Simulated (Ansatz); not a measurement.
We consider TiAl3 (I4/mmm, No. 139), described by PBEsol (Ansatz, a quantum-chemistry and plane-wave program, plane waves, PAW).

Settings: plane-wave cutoff 520 eV, 20×20×20 k mesh, Fermi–Dirac smearing 0.05 eV, no spin polarisation, scalar-relativistic PAW data made under PBE.

Equation-of-state points:

```
V (Å³/atom)  E − E_lowest (meV/atom)  P (GPa)
-----------  -----------------------  -------
14.944                          9.27     4.94
15.256                          2.24     2.34
15.567                          0.00     0.00
15.878                          2.10    -2.12
16.190                          8.12    -4.04
```

Task: Estimate the bulk modulus from the pressures at 15.256 and 15.878 Å³/atom, and compare it with a fit to all energies.

Result: B = −V dP/dV. Between V = 15.256 and 15.878 Å³/atom, dP/dV = (-2.12 − (2.34))/(15.878 − 15.256) = -7.17 GPa per Å³/atom; at the midpoint 15.567 Å³/atom this gives B ≈ 112 GPa. The third-order Birch–Murnaghan fit gives V0 = 15.567 Å³/atom, B0 = 111 GPa, B′ = 4.1, which lies within 1 % of that estimate.

Shape and atoms are relaxed at each volume.

Measured, for comparison: equilibrium volume per atom 15.93 Å³/atom (temperature not stated, no zero-point or thermal correction; as tabulated in P. Norby and A. Norlund Christensen, Acta Chemica Scandinavica A40, 157 (1986)). Computed (rounded) less measured: equilibrium volume per atom -2.3 %.

Note: the bulk modulus comes from volumes at which shape and atoms were relaxed.

Computed values are for the static lattice.
